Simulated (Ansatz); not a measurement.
**What pressure 1.8 GPa does to BaTiO3**

The reference is BaTiO₃ (space group P4mm, No. 99; a = 3.973 Å, c = 4.112 Å).

Now apply this change: a hydrostatic pressure of 1.8 GPa.

Computed with r2SCAN (Ansatz, a first-principles code, PAW, scalar-relativistic without spin-orbit coupling), earlier PAW set. k-mesh 8×8×8 (Γ-centred); smearing 0.05 eV (Fermi–Dirac).

| quantity | base | changed | shift |
|---|---|---|---|
| volume per atom | 12.98 Å³ | 12.79 Å³ | -0.19 Å³ |
| lattice parameter a | 3.973 Å | 3.965 Å | -0.008 Å |
| c/a ratio | 1.035 | 1.026 | -0.009 |
| enthalpy H = E + PV relative to the base's energy | – | +0.14 eV/atom | – |
| band gap | 2.23 eV | 2.25 eV | +0.014 eV |
| gap character | indirect, A → Γ | indirect, A → Γ | – |
| smallest direct gap | 2.70 eV | 2.65 eV | -0.05 eV |
| width of the top valence band | 1.30 eV | 1.23 eV | -0.064 eV |

Cost of the whole job for the changed cell (relaxation, final SCF and bands): about 3 core-minutes (a rough figure).

Load acts through the strain it causes; cell and atoms are relaxed under it. Whether these cells are dynamically stable was not tested. The final runs are not spin-polarised.
